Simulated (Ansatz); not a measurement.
monolayer ZrSe$_{2}$ under biaxial strain: electron conductivity mass by PBE, rigid bands (plane waves, PAW, scalar-relativistic; Ansatz, a first-principles code). The unloaded cell, whose axes the loads refer to:

```xyz
3
Lattice="3.7988 0.0000 0.0000 -1.8994 3.2899 0.0000 0.0000 0.0000 19.0999" Properties=species:S:1:pos:R:3 pbc="T T T"
Zr     0.0000     0.0000     9.5499
Se     0.0000     2.1932    11.1323
Se     1.8994     1.0966     7.9676
```

```
biaxial strain (%)  electron conductivity mass (mₑ)
------------------  -------------------------------
-1                                            0.364
0                                             0.394
1                                             0.425
2                                             0.459
3                                                 ?
5                                             0.579
```

Fit a straight line to ln(electron conductivity mass) against the load over the rows given, and predict the row at 3 %.

The means are x̄ = 1.400 % and ȳ = -0.8246; Σ(x − x̄)(y − ȳ) = 1.637 and Σ(x − x̄)² = 21.20, so the slope is 7.72 % per % of strain, and the rows given lie within 0.13 % of the line. At 3 % the line gives 0.496 mₑ; the calculation gives 0.496 mₑ, 0.018 % from it.

Masses are for dilute carriers at 300 K, harmonic means over directions unless an axis is named. Spin-orbit coupling is left out. The structure type is held at every load. Geometry: cell and atoms relaxed with PBE.

Model free-standing layer, not matched to a measured one here: monolayer ZrSe2.
